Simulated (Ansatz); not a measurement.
```
BP
1.0
    0.00000     2.25535     2.25535
    2.25535     0.00000     2.25535
    2.25535     2.25535     0.00000
P B
1 1
Cartesian
  1.12767   1.12767   1.12767
  0.00000   0.00000   0.00000
```

No spin polarisation.

Method: Ansatz (a program for electronic structure) r2SCAN, no SOC. Settings: 12×12×12 k-points, 0.05 eV Fermi–Dirac smearing.

Question: What band gap does the calculation give?

Answer: 1.39 eV.

Question: What is the computed width of the top valence band?

Answer: 5.84 eV.

Question: What is the computed electron mass?

Answer: 1.3 mₑ along k, 0.22 mₑ across (off the special points).

Load acts through the strain it causes; cell and atoms are relaxed under it. Masses are band curvatures over ±0.01 Å⁻¹ around the edge. Along k means along the line from Γ to the band edge. Stability against distortions was not tested. The cell was made from BP in the zinc blende structure (space group F-43m, No. 216) by this change: pressure 3 GPa.
